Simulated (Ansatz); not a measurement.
The starting structures come from a database of crystals and need not be the phases stable at ambient conditions.

Where the default PAW files enter, the runs use the earlier of Ansatz's two default sets.

Here is the system:

```yaml
crystal:
  lattice:
    - [3.94339, 0.00000, 0.00000]
    - [0.00000, 3.94339, 0.00000]
    - [1.97170, -1.97170, 2.73373]
  atoms:
    - { symbol: Mg, position: [0.00000, 0.00000, 0.00000] }
    - { symbol: Se, position: [0.50000, 0.50000, 0.00000] }
```

Space group of this cell: I4/mmm. The cell is strained (lengths across the current scaled by 1.02, ions clamped); by r2SCAN its mean pressure is -2.2 GPa.

Transport runs along the normal of the first two printed cell vectors, the (001) (indices of the unstrained crystal) plane of the conventional cell.

No gap correction and no spin-orbit coupling; mid-gap is the computed energy nearest the middle.

### Question
Compute, with r2SCAN (Ansatz, an electronic-structure program), the band gap and the smallest decay constant κ at mid-gap.

### Answer
Gap 2.33 eV on a 12×12×12 mesh; κ = 0.193 1/Å, at the zone centre.
